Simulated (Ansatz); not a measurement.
Start from BAs in the zinc blende structure (space group F-43m, No. 216; a = 4.7679 Å).

Computed with PBEsol in Ansatz (plane waves to 420 eV, PAW, no spin-orbit coupling).

Base values:

The pressure comes out as 0.0 kbar and the smallest direct gap comes out as 3.25 eV. The width of the top valence band comes out as 5.27 eV.

The change: an isotropic linear strain of −3.18 %; the atoms relax in the strained cell.

Question: Predict the new energy relative to the base, pressure, smallest direct gap and width of the top valence band.

Answer: The energy rises by 60 meV/atom; the pressure goes from zero to 165.7 kbar; the smallest direct gap rises by 0.13 eV, from 3.25 eV to 3.38 eV; the width of the top valence band grows by 0.60 eV to 5.87 eV.

Semilocal Kohn–Sham gaps tend to fall short of experiment. Whether these cells are dynamically stable was not tested.

Ansatz is a quantum-chemistry and plane-wave program.
